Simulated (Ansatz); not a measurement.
# BaO (within 0.1 Å of P6₃/mmc, No. 194, 4 atoms in the cell; start mp-1178514; a measured phase of this formula has another space group)

These are LDA (plane waves, PAW; Ansatz, a first-principles code) values and carry that method's errors.

Run with plane-wave cutoff 520 eV, 12×12×6 k mesh (along the axes of the cell as run), Fermi–Dirac smearing 0.01 eV, scalar-relativistic PAW data made under PBE.

Cell (relaxed at this level):

```cif
data_Ba2O2
_chemical_formula_sum 'Ba2 O2'
_space_group_name_H-M_alt 'P 1'
_space_group_IT_number 1
_cell_length_a 4.44843
_cell_length_b 4.44843
_cell_length_c 5.45893
_cell_angle_alpha 90.000
_cell_angle_beta 90.000
_cell_angle_gamma 120.000
loop_
_space_group_symop_operation_xyz
  'x, y, z'
loop_
_atom_site_label
_atom_site_type_symbol
_atom_site_fract_x
_atom_site_fract_y
_atom_site_fract_z
_atom_site_occupancy
Ba1 Ba 0.66667 0.33333 0.43757 1
Ba2 Ba 0.33333 0.66667 0.93757 1
O1 O 0.66667 0.33333 0.93743 1
O2 O 0.33333 0.66667 0.43743 1
```

```
Quantity   Result
--------  -------
band gap  2.01 eV
```

Spin–orbit coupling is not included.

The result took very roughly 19 core-seconds.

A start named mp-… is a Materials Project structure, which need not be a measured phase.
